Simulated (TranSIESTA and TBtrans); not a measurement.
Run with TranSIESTA and TBtrans (open boundaries, self-consistent; PseudoDojo norm-conserving potentials, scalar-relativistic): PAO.BasisSize DZP, PAO.EnergyShift 0.15 eV, XC.Authors PBE, Mesh.Cutoff 200 Ry, ElectronicTemperature 300 K, TS.Voltage 0.0 eV, TBT.Elecs.Eta 0.001 eV, no spin polarisation.

Device: Ga chain with one H atom inserted. Leads: straight Ga chain, spacing 2.422 Å. Geometry: 3 atoms about the centre moved by SIESTA (PBE, DZP) to a largest force of 0.01 eV/Å, all others as built, motion along the axis alone.

Question: Give the largest eigenchannel transmissions at the Fermi level (four at most) and the total.

Answer: 0.92, 0.71, 0.71; total 2.34. The straight chain is held at its spacing; free chains may zigzag or dimerise. No spin-polarised start was tried, so a magnetic state, if there is one, is missed.
